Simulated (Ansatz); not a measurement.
A user runs Ansatz (a first-principles code) on KMnF3 (P1, 5 atoms in the cell) and asks whether the run is sound. The aim is a self-consistent single point with DFT, LDA (PW92)+U, plane waves, default PAW files made with PBE.

Cell that was meant: a = 4.1893 Å, b = 4.1893 Å, c = 4.1893 Å, α = 90.00°, β = 90.00°, γ = 90.00°.

Part of the input:

Ansatz 0.2 input:
```yaml
    - { symbol: F, position: [-0.00014300, -0.00737700, 0.51783500] }
    - { symbol: K, position: [0.51282500, 0.50002900, 0.49320200] }
    - { symbol: Mn, position: [0.01391000, 0.02170400, 0.00278900], spin: 4.0 }
total_charge: 2.0
kpoints:
  mp_grid:
    grid: [5, 5, 5]
```

Log, with long lists cut:

```
WARN basis.ecutwfc = 420 eV, the default
WARN ansatz: RAYON_NUM_THREADS=1 ignored (pool sized by the plan → 1); use --threads N
   [... lines left out ...]
PAW frozen core: Mn, regenerated for the run's functional, and the local potential with it
Initial density: superposition of atomic densities (chi_scale 0.1, normalization cell, long waves kept (reshape's long-wave potential 0.00 eV rms))
Starting moments: Σ|m| = 4 μB on 1 of 5 sites
Initial wavefunctions: pseudopotential atomic-orbital guess
Eigensolver: davidson
Functional: x = slater, c = lda
SCF iter   1: F=—  HF=-7774.508206 eV  |F-HF|=—  |Δ(HF+E_count)|=         —  Δρ=5.35e-1 (↑2.53e-1 ↓5.35e-1)  dr2=4.39e2  dr2_m=1.66e1  M=0.895 μB ∫|m|=0.895 μB  β_m=0.30  ethr=3.10e-3  ⟨swp⟩=6.7  Hψ=17260  notcnv=0
all-band conjugate gradients solve this SCF's bands
preconditioner: auto → Kerker (q_TF=auto, 2.495 Å⁻¹)
   [... lines left out ...]
SCF iter  30: F=—  HF=-7727.605053 eV  |F-HF|=—  |Δ(HF+E_count)|=   3.29e-7  S|Δr|=    0.00e0  Δρ=1.58e-5 (↑1.58e-5 ↓4.45e-6)  dr2=2.72e-7  dr2_m=3.90e-8  M=3.000 μB ∫|m|=4.660 μB  β_m=0.82  ethr=4.09e-9  ⟨swp⟩=1.5  Hψ=4053  notcnv=0  defer=301
SCF iter  31: F=-7727.605053 eV  HF=-7727.605053 eV  |F-HF|=1.73e-8  |Δ(HF+E_count)|=   7.89e-9  S|Δr|=    0.00e0  Δρ=5.28e-6 (↑5.28e-6 ↓3.78e-6)  dr2=3.61e-8  dr2_m=6.32e-9  M=3.000 μB ∫|m|=4.660 μB  ethr=2.33e-10  ⟨swp⟩=9.4  Hψ=17929  notcnv=0
SCF 1 converged in 31 iterations: F = -7727.605053 eV  dr2 = 3.61e-8
the last iteration of the SCF fills more bands at one k-point than at another: 22 at σ=↑ k=10 and 24 at σ=↑ k=0 …
Stability not checked (fill_not_monotonic)
Magnetization: 3.0000 μB (23.0000 up, 20.0000 down)
Absolute magnetization: 4.6603 μB (∫|ρ↑−ρ↓|, with the PAW one-centre terms)
Spin contamination: 0.7325 ħ² per cell (⟨S²⟩ above its minimum at these occupations)
   [... lines left out ...]
Free energy (F): -7727.605053 eV
Fermi energy:    0.809354 eV
   [... lines left out ...]
--- Stress (GPa, compression-positive) ---
       -1.512114      -0.135132       0.178012
       -0.135144      -2.484686       0.386452
        0.178014       0.386456      -3.887536
  P = ⅓ Tr σ = -2.6281 GPa (-26.281 kbar)
  The stress holds the Pulay correction. Without it, at fixed plane waves, as pw.x and ABINIT print it: P = -3.4154 GPa
Occupation matrices written to occupation_matrices
```

Q: Is anything amiss in this input, and did it matter?

A: The run is not sound. The fault is an unintended net charge. A charged periodic cell changes the electron count and is neutralised by a uniform background, so energy, forces and pressure belong to another system. To fix it, remove the charge. The run converged in 31 iterations without an error; against the sound input the pressure goes from 0.60 to -2.63 GPa, the largest force goes from 2.646 to 1.506 eV/Å, no clean gap remains on the mesh (levels overlap or are partly filled), against 2.13 eV before and the size of the net moment goes from 1.00 to 0.60 μB/atom.

The sound input it was made from differs as follows (other fixes are possible):
```diff
-total_charge: 2.0
```

With that input, the run converged in 13 iterations: free energy E − TS (on the zero of these files) -7721.5960 eV; top of the valence band (on the code's own zero) 5.87 eV; gap on the k-point mesh 2.13 eV; pressure 0.60 GPa; largest force (vector length) 2.646 eV/Å (DFT, LDA (PW92)+U, plane waves, default PAW files made with PBE).

On the sound input: the starting cell comes from a database of published, mostly measured structures (it also holds non-ambient and calculated ones), without a prior relaxation at this level. Its atoms were displaced at random from the sites of space group no. 221. With one magnetic atom in the cell only a parallel order is possible. With U or open f shells several self-consistent states can exist. Forces in this geometry exceed 1 eV/Å. Ansatz's pressure includes its estimate of the finite-basis (Pulay) stress. Without the estimate this run gives -0.10 GPa.

These are the values that this program gave, and no reference: magnets with a U can end in a higher state.
